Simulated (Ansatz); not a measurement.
Consider this model of amorphous Si10Al16O44.

```xyz
70
Lattice="9.9604 0.0000 0.0000 0.0000 9.9604 0.0000 0.0000 0.0000 9.9604" Properties=species:S:1:pos:R:3 pbc="T T T"
Si     5.6898     9.3525     1.0674
Si     3.4405     0.7689     6.0119
Si     0.4715     7.4795     3.8632
Si     5.4101     5.8223     5.0185
Si     6.7634     7.2774     7.1755
Si     8.6307     1.7331     4.0435
Si     5.2457     8.7968     4.0305
Si     1.7744     1.1332     0.9870
Si     0.0347     5.2194     0.5067
Si     6.4024     2.3808     0.1541
Al     0.8926     4.3238     7.4604
Al     2.6130     5.9802     9.2674
Al     6.6470     3.5852     3.0879
Al     2.2887     9.7734     3.8066
Al     8.7671     9.2864     1.8467
Al     9.4554     2.3753     9.1850
Al     3.1551     3.7947     5.2679
Al     0.3940     0.6255     6.6606
Al     2.4938     4.0092     1.7845
Al     4.1711     8.6822     8.2865
Al     3.6456     3.5172     9.4108
Al     1.1798     8.4821     9.4160
Al     0.8224     4.2400     4.0783
Al     9.7919     7.5607     6.9197
Al     8.3515     8.9340     4.8926
Al     8.0736     7.3619     0.1854
O      1.7838     8.2012     3.2631
O      3.9613     9.7374     4.6950
O      2.5689     4.4332     8.2776
O      8.0715     8.0794     6.4811
O      6.6974     9.2796     4.4522
O      6.5842     6.0004     6.1623
O      7.1855     8.5888     1.2266
O      6.5831     3.4182     1.4056
O      5.2024     2.9046     9.1364
O      0.4310     9.0624     7.7796
O      7.3888     6.9632     8.6298
O      9.0069     0.6545     5.3523
O      0.7903     4.4160     1.7119
O      2.1724     9.7523     0.1781
O      0.3825     5.9087     3.9287
O      4.9579     8.6679     9.8160
O      5.3845     8.0863     7.1784
O      8.7152     0.7727     2.7436
O      4.9283     7.2659     4.3876
O      2.5879     3.9096     3.5268
O      8.5928     5.8701     0.9256
O      1.9849     0.9810     2.5935
O      0.3103     5.9855     7.3037
O      1.8295     0.5334     5.5065
O      9.9251     4.1355     9.1795
O      7.7526     2.1466     9.2683
O      3.4562     4.9776     0.5955
O      9.5136     8.5358     0.3958
O      4.1336     5.1287     5.6905
O      9.0084     8.1670     3.2621
O      3.6404     0.1964     7.4730
O      0.3080     2.1326     7.5987
O      0.2819     1.5493     0.5372
O      5.9988     4.9819     3.7649
O      5.9459     0.9698     0.8839
O      9.6402     2.9645     3.9745
O      2.7515     2.5201     0.6942
O      2.7613     7.6081     8.6194
O      7.1304     2.3413     4.1616
O      0.2408     8.1942     5.3297
O      4.8873     9.0952     2.4687
O      3.8672     2.2724     5.7291
O      1.4539     3.9857     5.7847
O      1.0647     6.4559     0.0349
```

Method: PBE, scalar-relativistic without spin-orbit coupling (plane waves to 420 eV, PAW; Ansatz, a first-principles code).

A CHGNet melt-quench gave the starting glass, which DFT then relaxed. O atoms were pushed apart under 1.9 Å during the dynamics, to hinder bonds among them. The hot cell started wider than the set density and was brought back towards it in steps. It is the lowest in DFT energy of 2 quenches. It is a model cell: composition and starting density were chosen by hand, and all elements were melted together. No dispersion term was used. Its density started from a set value of 2.35 and ended at 2.38 g/cm³. The quench (nominally 83 K/ps over its main leg) was far faster than any real one, so the model tends to hold more defects than a real film. Values belong to this one cell and scatter from quench to quench. The volume was free in the relaxation, at fixed shape. Stress components on the final sampling reach 1.3 GPa.

Cut-offs for bonds: Si-Si 2.60 Å, Si-Al 2.55 Å, Si-O 1.94 Å, Al-Al 2.66 Å, Al-O 2.48 Å, O-O 1.58 Å. Two cations that share two anions don't count as bonded, nor two that share one unless they lie closer than Si-Si 2.38 Å, Si-Al 2.48 Å, Al-Al 2.59 Å.

Problem. Give the coordination numbers, mean bond lengths and angles.

Solution. 
The mean coordination of Si by anions comes out as 4.00 (10 with 4) and the mean coordination of Al by anions is 4.19 (1 with 3, 11 with 4, 4 with 5). The mean coordination of O comes out as 2.43 (25 with 2, 19 with 3) and the mean Al-O bond is 1.823 Å (spread 0.121 Å, 67 counted). The mean Si-O bond is 1.638 Å (spread 0.044 Å, 40 counted), the bond angle at Si is mean 109.3°, spread 5.9° and the bond angle at Al comes out as mean 108.1°, spread 18.5°. The bond angle at O is mean 125.2°, spread 21.9°.

Problem. List the pairs of like atoms that count as bonded by the rules above.

Solution. There are none by these rules.

Problem. What Bader charges do the atoms carry, from a run on the zone centre alone?

Solution. Means (range): Si +3.27 e (+3.24 to +3.29), Al +2.53 e (+2.51 to +2.55), O -1.66 e (-1.69 to -1.63).
```tsv
atom	charge (e)
Si1	+3.29
Si2	+3.24
Si3	+3.26
Si4	+3.28
Si5	+3.27
Si6	+3.26
Si7	+3.28
Si8	+3.26
Si9	+3.25
Si10	+3.28
Al11	+2.54
Al12	+2.52
Al13	+2.51
Al14	+2.53
Al15	+2.54
Al16	+2.54
Al17	+2.54
Al18	+2.53
Al19	+2.53
Al20	+2.55
Al21	+2.52
Al22	+2.54
Al23	+2.55
Al24	+2.52
Al25	+2.55
Al26	+2.53
O27	-1.64
O28	-1.68
O29	-1.69
O30	-1.69
O31	-1.65
O32	-1.65
O33	-1.69
O34	-1.65
O35	-1.64
O36	-1.68
O37	-1.66
O38	-1.68
O39	-1.66
O40	-1.65
O41	-1.65
O42	-1.66
O43	-1.65
O44	-1.66
O45	-1.65
O46	-1.69
O47	-1.63
O48	-1.65
O49	-1.64
O50	-1.68
O51	-1.68
O52	-1.66
O53	-1.68
O54	-1.68
O55	-1.65
O56	-1.68
O57	-1.64
O58	-1.66
O59	-1.65
O60	-1.66
O61	-1.67
O62	-1.66
O63	-1.69
O64	-1.67
O65	-1.64
O66	-1.69
O67	-1.65
O68	-1.64
O69	-1.68
O70	-1.68
```
